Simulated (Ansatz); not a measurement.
Base system: MgI₂ in the CdI2 type structure (space group P-3m1, No. 164; a = 4.060 Å, c = 6.580 Å; layered, stacked along the Cartesian z axis). Axes: x lies along a and z along c of the hexagonal cell.

Method: PBEsol-D3(BJ), PAW, 420 eV (Ansatz, a program for electronic structure; no spin-orbit coupling).

Before the change:

The band gap is 3.34 eV and the width of the top valence band is 1.70 eV.

The change: the cell is compressed by 3.00 % along z with no lateral relaxation, atoms relaxed at fixed cell.

Question: Predict the new band gap.

Answer: The band gap falls by 0.17 eV to 3.17 eV.

Question: How does this affect the largest internal atomic displacement?

Answer: The largest internal atomic displacement is 0.030 Å.

Question: How does this affect the width of the top valence band?

Answer: The width of the top valence band increases by 0.30 eV to 2.00 eV.

With I present, leaving out spin-orbit coupling can change the band edges. The cells carry an imposed strain or load. Stability against distortions was not tested.
